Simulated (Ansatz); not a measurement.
BeTe (F-43m), r2SCAN with spin-orbit coupling, rigid bands in Ansatz (a first-principles code): N_c = 2.81e19 cm⁻³ at 300 K and an electron conductivity mass of 0.378 mₑ.

Task: For 1e16 electrons per cm³ at 300 K, place the Fermi level, estimate the Seebeck coefficient of a parabolic band with constant τ, and give mobility and conductivity for τ = 10 fs.

Result: The level lies k_BT ln(N_c/n) = 0.205 eV below the conduction-band minimum. S ≈ −(k_B/e)[ln(N_c/n) + 5/2] = -900 μV/K, against -896 μV/K from the full bands (mean over directions). μ = eτ/m = 46.5 cm²/(V·s) and σ = neμ = 0.0745 S/cm. τ is assumed, not computed.

Band transport and this doping are assumed; polarons and phonon drag are left out.
